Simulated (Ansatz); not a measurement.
Fluorite PtAl₂, treated with HSE06-D3(BJ) (plane waves, PAW; Ansatz, an electronic-structure program).

Run with plane-wave cutoff 460 eV, 8×8×8 k mesh, Fermi–Dirac smearing 0.05 eV, scalar-relativistic PAW data made under PBE.

Energies at three volumes about the minimum:

```tsv
V (Å³/atom)	E − E_lowest (meV/atom)
16.108	5.00
16.443	0.00
16.934	4.56
```

### Question
Fit a parabola by hand: where is the minimum, what lattice constant follows, and what is the bulk modulus?

### Answer
Slopes: (0.00 − 5.00)/(16.443 − 16.108) = -14.925 and (4.56 − 0.00)/(16.934 − 16.443) = 9.287 meV/Å³. Curvature E″ = 2 × (9.287 − (-14.925))/(16.934 − 16.108) = 58.625 meV/Å⁶. From the middle of the first interval, the slope vanishes at V0 = 16.2755 − (-14.925)/58.625 = 16.530 Å³/atom. B = V0 E″ = 16.530 × 58.625 meV/Å³ × 0.1602 GPa per meV/Å³ = 155 GPa. With 12 atoms in the cube, a = (12 × 16.530)^(1/3) = 5.832 Å. The full Birch–Murnaghan fit to all volumes gives V0 = 16.521 Å³/atom and B0 = 153 GPa.

Measured, for comparison: lattice constant a 5.91 Å (temperature not stated, copied from a table, unchecked, not corrected to a static lattice; as tabulated in Crystal Structures 1, 239 (1963)).
